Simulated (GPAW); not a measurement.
Worked example: self-consistent single point of Lu (P6_3/mmc, 2 atoms in the cell) in GPAW.

Level of theory: PBE, GPAW PAW datasets PBE (gpaw-data 1.0.1) (plane waves; GPAW).

```xyz
2
Lattice="1.7500 -3.0311 0.0000 1.7500 3.0311 0.0000 0.0000 0.0000 5.5500" Properties=species:S:1:pos:R:3 pbc="T T T"
Lu     1.7500     1.0104     1.3875
Lu     1.7500    -1.0104     4.1625
```

Reference input (self-consistent single point, DFT PBE, plane waves, GPAW PAW datasets PBE (gpaw-data 1.0.1)): mode = pw; ecut = 800 eV; xc = PBE; kpts = 10 10 6; mesh shift (steps) = 0 0 0; occupations.name = methfessel-paxton; occupations.width = 0.2 eV; occupations.order = 0; nbands = -8; symmetry.symmorphic = false; symmetry.tolerance = 0.0005; maxiter = 150. This run's input differs from it in these lines:

```diff
@@ -14,3 +14,3 @@
             xc='PBE',
-            kpts={'size': (10, 10, 6), 'gamma': True},
+            kpts={'size': (6, 6, 4), 'gamma': True},
             occupations={'name': 'methfessel-paxton', 'width': 0.2, 'order': 0},
```

Output (repeated stretches shortened):

```
     iter     time        total  log10-change:
                         energy   eigst   dens
iter:   1 --:--:--    -8.402991
iter:   2 --:--:--    -8.347753   -2.24  -1.73
iter:   3 --:--:--    -8.393900   -0.90  -1.75
iter:   4 --:--:--    -8.414282   -2.40  -2.11
iter:   5 --:--:--    -8.373280   -3.53  -2.08
iter:   6 --:--:--    -8.132782   -1.61  -2.12
iter:   7 --:--:--    -8.144475   -3.58  -2.96
iter:   8 --:--:--    -8.133052c  -2.84  -2.73
iter:   9 --:--:--    -8.133859c  -3.60  -3.49
iter:  10 --:--:--    -8.133668c  -5.02  -3.42
iter:  11 --:--:--    -8.133302c  -3.78  -3.46
iter:  12 --:--:--    -8.133102c  -5.27  -3.70
iter:  13 --:--:--    -8.133123c  -4.82  -4.20c
iter:  14 --:--:--    -8.133110c  -6.91  -4.02c
iter:  15 --:--:--    -8.133080c  -5.74  -4.07c
iter:  16 --:--:--    -8.133077c  -6.31  -4.56c
iter:  17 --:--:--    -8.133077c  -7.39  -5.05c
iter:  18 --:--:--    -8.133077c  -7.39  -5.14c
iter:  19 --:--:--    -8.133077c  -7.84c -5.26c
Converged after 19 iterations.

Dipole moment: (-0.000000, -0.000000, 0.000000) |e|*Ang

Energy contributions relative to reference atoms: (reference = -792574.470296)

Kinetic:         -1.041019
Potential:       +2.647702
External:        +0.000000
XC:              -9.498515
Entropy (-ST):   -0.059223
Local:           -0.211634
SIC:             +0.000000
--------------------------
Free energy:     -8.162688
Extrapolated:    -8.133077

Showing only first 2 kpts
 Kpt  Band  Eigenvalues  Occupancy
  0    23      5.70882    2.00000
  0    24      8.64499    0.00058
  0    25     10.36794    0.00000
  0    26     10.36794    0.00000

  1    23      5.10082    2.00000
  1    24      8.69373    0.00015
  1    25     10.20059    0.00000
  1    26     10.21860    0.00000

Fermi level: 8.15864

No gap
No difference between direct/indirect transitions
Energy (eV): -8.133077

Forces in eV/Ang:
  0 Lu    0.00000    0.00000   -0.00000
  1 Lu    0.00000   -0.00000    0.00000

Stress tensor:
     0.000613     0.000000     0.000000
     0.000000     0.000613     0.000000
     0.000000     0.000000     0.008427
Stress (GPa, Voigt): [0.0982 0.0982 1.3502 0.     0.     0.    ]
```

The run converged in 19 iterations. GPAW prints stress with tension positive. Against the reference run the free energy falls by 8.0 meV/atom and the pressure moves little (-0.43 to -0.52 GPa).

The starting cell has typed, rounded lattice constants, without a prior relaxation at this level.

Cost on one core of a shared machine: roughly 50 s.
